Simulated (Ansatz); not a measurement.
The starting structures come from a database of crystals and need not be the phases stable at ambient conditions.

Inside the gap of an insulator the Bloch states are evanescent, with a wavenumber k + iκ along the transport direction.

Input:

```xyz
4
Lattice="4.9419 0.0000 0.0000 0.0000 6.1163 0.0000 2.4710 0.0000 2.4710" Properties=species:S:1:pos:R:3 pbc="T T T"
Pt     3.7064     3.0581     1.2355
Pt     1.2355     0.0000     1.2355
S      0.0000     4.5872     0.0000
S      0.0000     1.5291     0.0000
```

Space group of this cell: P4_2/mmc. The cell is taken as given.

Transport runs along the normal of the first two printed cell vectors, the (110) plane of the conventional cell.

The gap is the functional's own, uncorrected, and κ follows it; spin-orbit coupling is left out. Mid-gap values are interpolated between the computed energies.

**Question.** Estimate the band gap and the smallest decay constant κ at mid-gap that r2SCAN (Ansatz, a program for electronic structure) returns for this system.

**Answer.** Gap 0.78 eV on a 12×6×12 mesh; κ = 0.117 1/Å, at the zone centre.
